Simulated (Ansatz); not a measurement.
The reference is SrTiO$_{3}$ in the cubic perovskite structure (space group Pm-3m, No. 221; a = 3.854 Å). Axes: x, y, z lie along the cube axes.

Computed with LDA (Ansatz, a quantum-chemistry and plane-wave program), no spin-orbit coupling.

Modification: uniaxial strain ε_zz = −3.00 %, all other strain components held at zero, atoms relaxed at fixed cell.

**Question.** Predict the stress tensor and what it implies for the stiffness.

**Answer.** Stress of the strained cell less that of the base (GPa, compression positive):
```
   3.59    0.00    0.00
   0.00    3.59    0.00
   0.00    0.00   13.47
```

Then −Δσ_ii/ε with ε = -0.0300 gives secant stiffness values (nonlinear terms included at this strain): C33 ≈ 449 GPa, C13 ≈ 120 GPa and C23 ≈ 120 GPa.

As a check, the harmonic strain energy −½ V₀ Δσ:ε is 14 meV/atom; the computed energy rise is 14 meV/atom.

Stability against distortions was not tested. The final runs are not spin-polarised. Many cubic perovskites are stable only at high temperature; tilts and polar distortions were not tested.
